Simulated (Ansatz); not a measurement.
By PBEsol, the system below comes out a metal.

Input:

```
CELL_PARAMETERS angstrom
      3.96336     0.00000     0.00000
     -1.98168     3.43237     0.00000
      1.98168     1.14412     1.61803
ATOMIC_POSITIONS crystal
  Al 0.00000 0.50000 0.50000
  Ni 0.00000 0.00000 0.00000
```

The cell is strained (all lengths scaled by 0.98); by PBEsol it stands under a pressure of 12.6 GPa.

The current flows along the normal of the first two printed cell vectors, the (111) plane of the conventional cell. No spin-orbit coupling; the value is a mean over 0.1 eV about the Fermi level.

**Question.** State the ballistic conductance per area according to PBEsol (Ansatz, a program for electronic structure).

**Answer.** 1.1 × 10¹⁵ S/m² for both spins.
